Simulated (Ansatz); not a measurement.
End structure of OH on the 1x1 (111) surface of fcc Rh, one in a 1x1 cell, started at the site 'top Rh':

```
CELL_PARAMETERS angstrom
      2.70822     0.00000     0.00000
     -1.35411     2.34539     0.00000
      0.00000     0.00000    26.00000
ATOMIC_POSITIONS crystal
  Rh 0.33333 0.66667 0.37435
  Rh 0.66667 0.33333 0.45810
  Rh 0.99947 0.00355 0.54345
  Rh 0.33688 0.66716 0.62701
  O  0.33365 0.67229 0.70133
  H  0.54258 0.47904 0.71313
```

Set-up: 6 atoms, 6.5 Å thick at the start under the adsorbate (thin: gaps and levels are the slab's own); mesh 12x12x1; 0.1 eV smearing; dipole correction on; 2 atoms held, the rest relaxed; no symmetry held; spin-polarised, no spin-orbit, no U, no dispersion correction. The starting moment vanished. At the end it is bonded to Rh. In PBE it is, or lies within 0.03 eV of, the lowest of the starts that converged.

A negative adsorption energy means that the adsorbate is more stable on the surface than in its reference.

Give the adsorption energy against H2O(g) − ½ H2(g) at the level PBE in Ansatz (a first-principles code).

46 kJ/mol

Give the change of the work function at the level PBE.

0.72 eV

Give the change of the step from the bottom to the top vacuum level, against the clean slab at the level PBE.

0.74 eV

Predict the work function of the top face from PBE.

5.87 eV
